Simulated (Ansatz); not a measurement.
We consider Be₃N₂ (R3m, No. 160, 5 atoms in the cell; start mp-1070456; a measured phase of this formula has another space group), described by G0W0@PBEsol in Ansatz (hard PAW, contour deformation).

The same calculation (at the PBEsol cell, 6.752 Å³/atom) with different numerical settings; throughout: response cutoff 100 eV, empty bands 141:

```csv
run,k mesh,quasiparticle gap on the mesh (eV),quasiparticle gap at Γ (eV),rough time
1,6×6×6,4.066,7.699,20 core-min
2,8×8×8,4.067,7.698,100 core-min
3,10×10×10,4.065,7.696,7 core-h
```

In the column quasiparticle gap at Γ (eV) the first row differs from the last by +0.003 and the next to last by +0.002.

The last row is no converged limit: other settings stay fixed.

A start named mp-… is a Materials Project structure, which need not be a measured phase.

Ansatz is a quantum-chemistry and plane-wave program.
